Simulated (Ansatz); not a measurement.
**LuAs: pressure series**

Start from LuAs in the rock salt structure (space group Fm-3m, No. 225; a model cell, its experimental status unchecked).

```
LuAs
1.0
    0.00000     2.80505     2.80505
    2.80505     0.00000     2.80505
    2.80505     2.80505     0.00000
As Lu
1 1
Cartesian
  0.00000   0.00000   0.00000
  2.80505   2.80505   2.80505
```

Cell and atoms are relaxed at each pressure.

The values are results of PBEsol (Ansatz, a quantum-chemistry and plane-wave program; PAW; 420 eV plane waves; no spin-orbit coupling), not measurements.

Notes on the quantities. enthalpy: H = E + PV relative to the base's energy.

```csv
case,enthalpy,shortest interatomic distance
base,–,280.5 pm
pressure −2 GPa,-0.28 eV/atom,282.8 pm
pressure −1 GPa,-0.14 eV/atom,281.6 pm
pressure 0.9 GPa,+0.12 eV/atom,279.6 pm
pressure 2.1 GPa,+0.29 eV/atom,278.3 pm
pressure 4.5 GPa,+0.60 eV/atom,276.1 pm
pressure 9 GPa,+1.18 eV/atom,272.3 pm
pressure 15 GPa,+1.92 eV/atom,268.2 pm
pressure 22.5 GPa,+2.80 eV/atom,263.8 pm
pressure 30 GPa,+3.64 eV/atom,260.2 pm
```

Load acts through the strain it causes; cell and atoms are relaxed under it. Stability against distortions was not tested. Competing high-pressure phases were not computed. The final runs are not spin-polarised.
